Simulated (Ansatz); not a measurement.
For GaSb (model structure, within 0.1 Å of P6₄22, No. 181, 6 atoms in the cell), LDA (PAW; Ansatz, a quantum-chemistry and plane-wave program) gives:

| Item | Result |
|---|---|
| bulk modulus | 59.9 GPa |
| cohesive energy | 3.55 eV/atom |

### Question
What does PBE (Ansatz, PAW) give for the same quantities?

### Answer

- bulk modulus: 47.8 GPa (shrinks by 20 %)
- cohesive energy: 2.68 eV/atom (falls by 0.87 eV/atom)

Changes are worked out from the printed values.

Unless a cell is named, each level is at its own relaxed cell (LDA 24.92, PBE 27.07 Å³/atom).

Levels without +SOC leave out spin–orbit coupling, which shifts energies and cells of such heavy elements.

Caveats: the bulk modulus is −V dP/dV from two relaxed cells at ±2 % in volume (LDA, PBE). Ansatz's density-functional and Hartree–Fock values are scalar-relativistic unless marked +SOC, with PAW data made under PBE.

A model structure was made by putting elements into a prototype or built by hand; it is no filed structure, need not be a known phase, and can be a saddle point held by its symmetry.
